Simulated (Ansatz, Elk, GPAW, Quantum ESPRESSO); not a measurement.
**One structure in several programs: AlFeF5 (Immm, 7 atoms in the cell)**

Self-consistent single point.

```
CELL_PARAMETERS angstrom
     -1.77737     3.08604     3.72423
      1.77737    -3.08604     3.72423
      1.77737     3.08604    -3.72423
ATOMIC_POSITIONS crystal
  Al 0.50000 0.50000 0.00000
  Fe 0.00000 0.00000 0.00000
  F  0.79410 0.50000 0.29410
  F  0.20590 0.50000 0.70590
  F  0.25957 0.25957 0.00000
  F  0.74043 0.74043 0.00000
  F  0.50000 0.00000 0.50000
```
Moments meant for the start (each program seeds them in its own way; μB, in the order of the atoms Al Fe F F F F F): 0.0 4.0 0.0 0.0 0.0 0.0 0.0.

All programs got the same cell, k-point mesh and kind of occupations, and the same starting moments (in Ansatz's words: kpoints.mp_grid.grid = 4 4 4; magnetization.spin_polarized = true; scf.occupations.method = fermi_dirac; scf.occupations.width = 0.05 eV); potentials, basis and cutoffs are each program's usual ones.

```csv
code,model,largest force (eV/Å),gap on the mesh (eV),size of the net moment (μB/atom),cutoff
Quantum ESPRESSO,"PBEsol, GBRV 1.5 ultrasoft (PBESOL) pseudopotentials",0.337,0.362,0.57,50 Ry
GPAW,"PBEsol, GPAW PAW datasets PBEsol (made by gpaw-setup)",0.288,0.375,0.57,950 eV
Elk,"PBEsol, all-electron FP-LAPW, Elk's shipped species files, default APW+lo basis",–,0.349,0.57,rgkmax 7
Ansatz,"PBEsol, PAW files made with PBE",0.278,–,0.57,420 eV
```

Size of the force on each atom (eV/Å): Sizes of forces hide their directions.

```tsv
code	Al1	Fe2	F3	F4	F5	F6	F7
Quantum ESPRESSO	0.000	0.000	0.207	0.207	0.337	0.337	0.000
GPAW	0.000	0.000	0.259	0.259	0.288	0.288	0.000
Ansatz	0.000	0.000	0.143	0.143	0.278	0.278	0.000
```

A dash marks a value that a program does not give, or that is left out as unsure.

No gap is tabulated for Ansatz (a program for electronic structure): it is not read from that output, or partly filled or unconverged empty levels leave it unsure.

Gaps are read on the mesh.

The spread over the programs that give each value: largest force within 0.059 eV/Å; gap on the mesh within 0.026 eV; size of the net moment within 0.00 μB/atom.

The starting cell comes from a database of computed structures (which also holds hypothetical and non-ambient phases and stackings), without a prior relaxation at this level. On Ansatz's run: With one magnetic atom in the cell only a parallel order is possible.

Question: Why do the programs differ, and what cannot be compared?

Answer: Differences of this kind can come from the potentials, where these differ, and from what each basis and cutoff leave unconverged. The valence holds different numbers of electrons (Quantum ESPRESSO 54, GPAW 46, Ansatz 54). The zero of total energies and Fermi levels follows the potentials and each program's conventions, so they are not compared here. Elk treats all electrons, but the usual bases taken here (sphere radii, linearisation, local orbitals, empty states) were not tested for convergence, so the values are no reference for the others. Site moments depend on each program's spheres or projections; the total moment of the cell does not.

The shared mesh is coarse (it stands for a supercell whose shortest vector is 14 Å), so the values are not converged in it.

Left out of this page: ABINIT (stopped by limits of time or memory); CP2K (failed or unconverged).

Keys are those of Ansatz 0.2.
